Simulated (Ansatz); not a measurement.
The starting structures come from a database of crystals and need not be the phases stable at ambient conditions.

 Where the default PAW files enter, the runs use the earlier of Ansatz's two default sets.

By PBEsol, the system below comes out a metal.

Without scattering a metal conducts by its projected Fermi surface.

Consider the following.

```
NbN
1.0
    3.05056     0.00000     0.00000
    0.00000    11.69063     0.00000
    1.52528     0.00000     2.59007
Nb N
4 4
Cartesian
  3.05057   1.43619   1.72671
  1.52528  10.25443   0.86335
  1.52528   7.28151   0.86335
  3.05057   4.40912   1.72671
  0.00000   0.00000   0.00000
  0.00000   5.84531   0.00000
  3.05057   8.76797   1.72671
  1.52528   2.92266   0.86335
```

Space group of this cell: Cmcm. The cell is strained (lengths across the current scaled by 1.02, ions clamped); by PBEsol its mean pressure is -23.8 GPa.

The current flows along the normal of the first two printed cell vectors. No spin-orbit coupling; the value is a mean over 0.1 eV about the Fermi level.

Estimate the ballistic conductance per area that PBEsol run with Ansatz (a program for electronic structure) returns for this system.

0.57 × 10¹⁵ S/m² for both spins.
